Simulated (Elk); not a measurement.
**Input and output of a self-consistent single point for CuPd3 (I4/mmm, 4 atoms in the cell) (Elk)**

Method: PBEsol, all-electron FP-LAPW, Elk's shipped species files, APW+lo basis with extra local orbitals (Elk).

Input:

```
tasks
  0

xctype
  22

rgkmax
  7.5

gmaxvr
  16.0

nxlo
  2

lorbcnd
  .true.

rmtscf
  0.93

lmaxi
  3

stype
  3

swidth
  0.00499791

avec
   -3.6379779029    3.6379779029    7.4698360371
    3.6379779029   -3.6379779029    7.4698360371
    3.6379779029    3.6379779029   -7.4698360371

sppath
  './'

atoms
  2   : nspecies
  'Cu.in'   : spfname
  1   : natoms; atposl, bfcmt below
  0.0000000000  0.0000000000  0.0000000000    0.0 0.0 0.0
  'Pd.in'   : spfname
  3   : natoms; atposl, bfcmt below
  0.7500000000  0.2500000000  0.5000000000    0.0 0.0 0.0
  0.2500000000  0.7500000000  0.5000000000    0.0 0.0 0.0
  0.5000000000  0.5000000000  0.0000000000    0.0 0.0 0.0

ngridk
  10 10 10
```

Output (repeated stretches shortened):

```
│ Elk code version 10.2.4 │

All units are atomic (Hartree, Bohr, etc.)

│ Ground-state run starting from atomic densities │

Lattice vectors :
  -3.637977903       3.637977903       7.469836037
   3.637977903      -3.637977903       7.469836037
   3.637977903       3.637977903      -7.469836037

Unit cell volume      :    395.4496306
Brillouin zone volume :   0.6272612092

Muffin-tin inner radius fraction :   0.1000000000E-01

Nuclei treated as point charges

Species :    1 (Cu)
 parameters loaded from : Cu.in
 name : copper
 nuclear charge    :   -29.00000000
 electronic charge :    29.00000000
 atomic mass :    115837.2717
 muffin-tin radius :    2.232000000
 number of radial points in muffin-tin :    497
 atomic positions (lattice), magnetic fields (Cartesian) :
   1 :   0.00000000  0.00000000  0.00000000    0.00000000  0.00000000  0.00000000

Species :    2 (Pd)
 parameters loaded from : Pd.in
 name : palladium
 nuclear charge    :   -46.00000000
 electronic charge :    46.00000000
 atomic mass :    193991.7925
 muffin-tin radius :    2.418000000
 number of radial points in muffin-tin :    497
 atomic positions (lattice), magnetic fields (Cartesian) :
   1 :  -0.25000000  0.25000000  0.50000000    0.00000000  0.00000000  0.00000000
   2 :   0.25000000 -0.25000000  0.50000000    0.00000000  0.00000000  0.00000000
   3 :   0.50000000  0.50000000  0.00000000    0.00000000  0.00000000  0.00000000

Total number of atoms per unit cell :    4

Spin treatment :
 spin-unpolarised

Number of Bravais lattice symmetries :   16
Number of crystal symmetries         :   16
Crystal has inversion symmetry
Real symmetric eigensolver will be used

k-point grid :     10    10    10
k-point offset :    0.000000000       0.000000000       0.000000000
k-point set is reduced with full crystal symmetry group
Total number of k-points :      102

Muffin-tin radius times maximum |G+k| :    7.500000000
 using average radius
   [... lines left out ...]
Maximum |G| for potential and density :    16.00000000
 potential will be trimmed for |G| > 2 gkmax
Constant for pseudocharge density :   10
Radial integration step length :    4

G-vector grid sizes :     48    48    48
Number of G-vectors :    27271

Maximum angular momentum used for
 APW functions                      :    8
 outer part of muffin-tin           :    6
 inner part of muffin-tin           :    3

Total nuclear charge    :   -167.0000000
Total core charge       :    96.00000000
Total valence charge    :    71.00000000
Total excess charge     :    0.000000000
Total electronic charge :    167.0000000

Effective Wigner radius, rₛ :   0.8268537453

Number of empty states         :   16
Total number of valence states :   52
Total number of core states    :   96

Conduction state local-orbitals added automatically
Total number of local-orbitals :  331

Exchange-correlation functional :     22     0     0
 PBEsol, Phys. Rev. Lett. 100, 136406 (2008)
 gradient requirement :    1
 generalised gradient approximation (GGA)

Smearing type :    3
 Fermi-Dirac
Smearing width :   0.4997910000E-02
Effective electronic temperature (K) :    1578.215154

Mixing type :    3
 Broyden mixing, J. Phys. A: Math. Gen. 17, L317 (1984)

Kohn-Sham potential initialised from atomic data
│ Self-consistent loop started │
│ Loop number : 1 │
 total energy                :     -16744.8948112
│ Loop number : 2 │
 total energy                :     -16746.8376805
RMS change in Kohn-Sham potential (target) :   0.2935144866     (  0.1000000000E-05)
Absolute change in total energy (target)   :    1.942869362     (  0.1000000000E-03)
│ Loop number : 3 │
 total energy                :     -16756.5745568
RMS change in Kohn-Sham potential (target) :   0.2454059539     (  0.1000000000E-05)
Absolute change in total energy (target)   :    10.22259361     (  0.1000000000E-03)
│ Loop number : 4 │
 total energy                :     -16761.9151210
RMS change in Kohn-Sham potential (target) :   0.2037671777     (  0.1000000000E-05)
Absolute change in total energy (target)   :    7.896212581     (  0.1000000000E-03)
│ Loop number : 5 │
 total energy                :     -16767.5116992
RMS change in Kohn-Sham potential (target) :   0.1670555373     (  0.1000000000E-05)
Absolute change in total energy (target)   :    7.570631419     (  0.1000000000E-03)
   [... lines left out ...]
Absolute change in total energy (target)   :   0.2144548619E-01 (  0.1000000000E-03)
│ Loop number : 14 │
 total energy                :     -16787.7607714
RMS change in Kohn-Sham potential (target) :   0.8758294635E-05 (  0.1000000000E-05)
Absolute change in total energy (target)   :   0.5237851914E-02 (  0.1000000000E-03)
│ Loop number : 15 │
 total energy                :     -16787.7606889
RMS change in Kohn-Sham potential (target) :   0.7103854267E-05 (  0.1000000000E-05)
Absolute change in total energy (target)   :   0.1226883473E-02 (  0.1000000000E-03)
│ Loop number : 16 │
 total energy                :     -16787.7602297
RMS change in Kohn-Sham potential (target) :   0.8285639750E-06 (  0.1000000000E-05)
Absolute change in total energy (target)   :   0.1523949904E-03 (  0.1000000000E-03)
│ Loop number : 17 │
 total energy                :     -16787.7601701
RMS change in Kohn-Sham potential (target) :   0.2440648879E-06 (  0.1000000000E-05)
Absolute change in total energy (target)   :   0.9772232079E-04 (  0.1000000000E-03)
Convergence targets achieved

│ Loop number : 18 │

Energies :
 Fermi                       :     0.284977301533
 sum of eigenvalues          :     -9989.53750966
 electron kinetic            :      17482.9922251
 core electron kinetic       :      16780.4637549
 Coulomb                     :     -33779.1632606
 Coulomb potential           :     -26826.9271547
 nuclear-nuclear             :     -1756.50455257
 electron-nuclear            :     -37218.3902613
 Hartree                     :      5195.73155327
 Madelung                    :     -20365.6996832
 xc potential                :     -645.602580012
 exchange                    :     -481.747196785
 correlation                 :     -9.83170341945
 electron entropic           :    -0.102309120208E-01
 total energy                :     -16787.7601666

Density of states at Fermi energy :    123.6815203
 (states/Hartree/unit cell)

Estimated indirect band gap :   0.2507440404E-03
 from k-point     22 to k-point     70
Estimated direct band gap   :   0.6705098253E-02
 at k-point     70

Charges :
 core                        :    96.00000000
 valence                     :    71.00000000
 interstitial                :    5.423796896
 muffin-tins (core leakage)
  species :    1 (Cu)
   atom    1                 :    27.77388729     (  0.4098656779E-03)
  species :    2 (Pd)
   atom    1                 :    44.60445847     (  0.2247218234E-07)
   atom    2                 :    44.60445847     (  0.2247218234E-07)
   atom    3                 :    44.59339887     (  0.2253179687E-07)
 total in muffin-tins        :    161.5762031
 total calculated charge     :    167.0239885
 total charge                :    167.0000000
 error                       :   0.2398852757E-01

│ Self-consistent loop stopped │
```

The run converged in 18 iterations. The count includes the last loop, which Elk runs after its targets are met.

The starting cell comes from a database of computed structures (which also holds hypothetical and non-ambient phases and stackings), without a prior relaxation at this level. Its lattice was rescaled by a random factor within 2.5 % of one. Spin polarisation is off. Values depend on the basis (sphere radii, cutoffs, local orbitals), which need not be converged. The log's line on a gap gives a spacing of levels on this mesh, which the program prints for metals too.

Cost on one core of a shared machine: roughly 4 min.
